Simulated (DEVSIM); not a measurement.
Structure: illuminated Si n-on-p cell, one wavelength, with a back-surface field, at 300 K.

| layer (left to right) | material | thickness (μm) | Nd (cm⁻³) | Na (cm⁻³) | τn (s) | τp (s) | absorption coefficient (cm⁻¹) |
|---|---|---|---|---|---|---|---|
| 1 | Si | 0.370 | 9.7e18 | - | 3.4e-8 | 5.3e-9 | 2700 |
| 2 | Si | 88.0 | - | 1.2e15 | 2.3e-7 | 2.3e-7 | 2700 |
| 3 | Si | 0.150 | - | 7e18 | 2.3e-7 | 2.3e-7 | 2700 |

Left contact: ohmic, minority hole recombination velocity 40000 cm/s. Right contact: ohmic, minority electron recombination velocity 2e5 cm/s. Voltage is applied to the left contact. Recombination: SRH at mid-gap, radiative, Auger. Gap narrowing is on: ΔEg = 6.92 meV × (l + √(l² + 0.5)), l = ln(N/1.3e17 cm⁻³), shared equally by both band edges. Light enters at the left, 4e16 photons cm⁻² s⁻¹, one pass, no reflection. Mobility is μmin + (μ − μmin)/(1 + (N/Nref)^α).

Constants are typed, rounded textbook-type inputs, not results; the design itself was drawn at random and stands for no fabricated device. Values at 300 K.

| parameter | Si |
|---|---|
| gap (eV) | 1.124 |
| affinity (eV) | 4.05 |
| permittivity | 11.7 |
| Nc (cm⁻³) | 2.86e19 |
| Nv (cm⁻³) | 3.1e19 |
| μn (cm²/Vs) | 1417 |
| μp (cm²/Vs) | 470 |
| μn,min | 52 |
| μp,min | 45 |
| Nref,n | 9.7e16 |
| Nref,p | 2.2e17 |
| αn | 0.68 |
| αp | 0.72 |
| B (cm³/s) | 4.7e-15 |
| Cn (cm⁶/s) | 2.8e-31 |
| Cp (cm⁶/s) | 9.9e-32 |

Model (solved in DEVSIM): 1D drift-diffusion, Boltzmann statistics, complete ionisation; no tunnelling, impact ionisation, image-force lowering or self-heating.

The thickness of layer 3 was swept, all else fixed.

```tsv
thickness of layer 3 (μm)	dark forward voltage at 100 A/cm² (V)
0.03	0.953
0.052	0.951
0.09	0.948
0.15	0.944
0.26	0.939
0.45	0.935
0.75	0.930
```

From the first row to the last the dark forward voltage at 100 A/cm² goes from 0.953 to 0.930.
